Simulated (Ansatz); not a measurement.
The reference is BaTiO₃ in the cubic perovskite structure (space group Pm-3m, No. 221; a = 4.0192 Å).

Calculations: DFT with PBE, PAW potentials and a 420 eV plane-wave cutoff in Ansatz (a program for electronic structure), spin-orbit coupling left out.

Strains are applied to the cell and any free atomic positions relax.

One change was made to it. Results:

```csv
quantity,base,after
band gap,1.78 eV,1.98 eV
pressure,0.00 GPa,18.29 GPa
energy relative to the base (free energy F),0 meV/atom,+60 meV/atom
```

Q: Which of these changes matches the shifts?
A) isotropic strain −1.80 %
B) isotropic strain −3.00 %
C) isotropic strain −1.20 %

A: B, isotropic strain −3.00 %. For comparison, the band gap in the other runs: isotropic strain −1.80 % gives 1.90 eV; isotropic strain −1.20 % gives 1.86 eV.

Stability against distortions was not tested. The final runs are not spin-polarised. Many cubic perovskites are stable only at high temperature; tilts and polar distortions were not tested. This is not the structure that BaTiO3 has at room temperature and ambient pressure.
